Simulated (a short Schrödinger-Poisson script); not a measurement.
System: gated In0.52Al0.48As/In0.53Ga0.47As δ-doped gas in a quantum well, at 20 K.

```
layer        material  thickness (nm)  Na (cm⁻³)
-----  --------------  --------------  ---------
1      In0.52Al0.48As              10          -
2      In0.52Al0.48As               2          -
3      In0.53Ga0.47As              10          -
4      In0.52Al0.48As            4000       9e15
```

Constants are typed, rounded textbook-type inputs, not results; the design itself was drawn at random and stands for no fabricated device. In0.52Al0.48As: permittivity 12.5, conduction-band edge (eV) 0.52, gap (eV) 1.45, electron mass (mₑ) 0.075, Nv at 300 K (cm⁻³) 1.1e19. In0.53Ga0.47As: permittivity 13.9, conduction-band edge (eV) 0, gap (eV) 0.74, Nv at 300 K (cm⁻³) 7.7e18.

Channel valleys (confinement mass, in-plane density-of-states mass, number): Γ 0.041, 0.041, 1. At the gate the conduction-band edge of layer 1 lies 0.65 eV − eVg above the Fermi level of the channel; the field vanishes at the back. Sheet of ionised δ-doping: +5.2e12 e/cm² at 10 nm from the gate. The barrier under the gate holds no holes. Gaps are held at their typed values at every temperature. Mesh 0.08 nm at interfaces.

Solved with a short Schrödinger-Poisson script written for these runs: 1D Poisson equation in equilibrium, electrons quantum, Hartree plus LDA exchange-correlation (BenDaniel-Duke, 40 states a valley, the channel's in-plane mass for all, wave functions free to enter the barrier), parabolic valleys, classical holes, full ionisation, no traps, pinning or gate leakage.

### Question
List the lowest subbands of each valley and their electrons at Vg = 0.4 V.

### Answer
```csv
valley,subband,energy from the Fermi level (meV),electrons (cm⁻²),share (%)
Γ,0,-182.9,3.13e12,88.2
Γ,1,-24.5,4.20e11,11.8
Γ,2,146.1,< 1e6,0.0
```

All electrons: 3.55e12 cm⁻². Above a few 1e12 electrons/cm² a light Γ valley is non-parabolic and upper valleys begin to fill, which the model leaves out.
